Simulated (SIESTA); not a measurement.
A user runs SIESTA on Tc3Mo (P-6m2, 4 atoms in the cell) and asks whether the run is sound. The aim is a self-consistent single point with DFT, GGA PBEsol, numerical atomic orbitals DZP, PseudoDojo PBEsol standard norm-conserving potentials (rewritten from UPF to PSML).

Cell that was meant: a = 2.7631 Å, b = 2.7631 Å, c = 8.9593 Å, α = 90.00°, β = 90.00°, γ = 120.00°.

Part of the input:

```
SCF.Mixer.Method             Pulay
SCF.Mixer.Weight             0.25
SCF.Mixer.History            6
SCF.DM.Tolerance             1.0E-01
SCF.H.Tolerance              1.0 eV
Diag.ParallelOverK           true
WriteForces                  true
```

Output (repeated stretches shortened):

```
reinit: Reading from file input.fdf

reinit: System Name: Tc3Mo
reinit: System Label: tc3mo

   [... lines left out ...]

outcell: Cell vector modules (Ang)   :    2.763080    2.763080    8.959258
outcell: Cell angles (23,13,12) (deg):     90.0000     90.0000    120.0000
outcell: Cell volume (Ang**3)        :     59.2365
new_DM -- step:     1
Initializing Density Matrix...

Attempting to read DM from file... Failed...
DM filled with atomic data:

InitMesh: MESH = 30 x 30 x 108 = 97200
InitMesh: Mesh cutoff (required, used) =   400.000   401.611 Ry

stepf: Methfessel-Paxton step function
       Using Hermite-Gauss polynomials of order  1
        iscf     Eharris(eV)        E_KS(eV)     FreeEng(eV)     dDmax    Ef(eV) dHmax(eV)
   scf:    1    -8665.235522    -8787.201284    -8787.210182  1.390918 -4.255669 44.340643
   scf:    2    -6325.592390    -8092.844921    -8092.849556  2.116574 -3.794314149.767998
   scf:    3    -8849.262874    -8819.811297    -8819.812767  1.436511 -4.822789 12.662287
   scf:    4    -8832.791294    -8831.569298    -8831.571996  0.286657 -4.987828  5.379186
   scf:    5    -8824.980236    -8830.583921    -8830.584316  0.389308 -5.663601  7.627664
   scf:    6    -8830.772428    -8832.464272    -8832.466761  0.196076 -5.461007  2.664324
   scf:    7    -8832.759008    -8832.637814    -8832.639744  0.021523 -5.476642  1.366125
   scf:    8    -8832.723616    -8832.700775    -8832.701891  0.026389 -5.504740  0.268688
SCF Convergence by DM+H criterion
max |DM_out - DM_in|         :     0.0263888995
max |H_out - H_in|      (eV) :     0.2686877475
SCF cycle converged after 8 iterations

Using DM_out to compute the final energy and forces

siesta: E_KS(eV) =            -8832.7008

siesta: E_KS - E_eggbox =     -8832.7008

siesta: Atomic forces (eV/Ang):
     1   -0.000004    0.000002   -0.000001
     2    0.000001    0.000000    0.117947
     3    0.000001    0.000000   -0.117946
     4   -0.000003    0.000001    0.000000
   Tot   -0.000006    0.000004    0.000000
   Max    0.117947
   Res    0.048151    sqrt( Sum f_i^2 / 3N )
   Max    0.117947    constrained

Stress tensor Voigt[x,y,z,yz,xz,xy] (kbar):       97.79       97.82       88.89       -0.00        0.00        0.02
   [... lines left out ...]
siesta: FreeEng =     -8832.701891
   [... lines left out ...]
siesta:     0.000014    0.061054   -0.000000
siesta:     0.000000   -0.000000    0.055479

siesta: Cell volume =         59.236516 Ang**3

siesta: Pressure (static):
siesta:                Solid            Molecule  Units
siesta:          -0.00064467         -0.00067799  Ry/Bohr**3
siesta:          -0.05919083         -0.06225057  eV/Ang**3
siesta:         -94.83417060        -99.73640826  kBar
```

Q: Is this run sound? If not, what is wrong?

A: The run is not sound. The fault is a convergence threshold that is too loose. A loop that stops early leaves an energy error of second order in the density error, but errors of first order in forces and stress. To fix it, tighten the threshold. The run converged in 8 iterations without an error; against the sound input the free energy stays essentially unchanged (within 1 meV/atom), the pressure hardly changes (-9.39 to -9.48 GPa) and the largest force goes from 0.014 to 0.118 eV/Å.

An input that runs soundly differs in these lines (not the only fix; some lines may just follow from the change or write a value another way):
```diff
-SCF.DM.Tolerance             1.0E-01
-SCF.H.Tolerance              1.0 eV
+SCF.DM.Tolerance             1.0E-05
```

With that input, the run converged in 16 iterations: free energy E − TS -8832.7043 eV; Fermi level (on the code's own zero) -5.51 eV; pressure -9.39 GPa; largest force (vector length) 0.014 eV/Å (DFT, GGA PBEsol, numerical atomic orbitals DZP, PseudoDojo PBEsol standard norm-conserving potentials (rewritten from UPF to PSML)).

On the sound input: the starting cell comes from a database of computed structures (which also holds hypothetical and non-ambient phases and stackings), without a prior relaxation at this level. Its lattice was rescaled by a random factor within 2.5 % of one. Spin polarisation is off. Values carry the incompleteness of an atom-centred basis. With a pressure of about -9 GPa the cell is away from its equilibrium volume at this level.
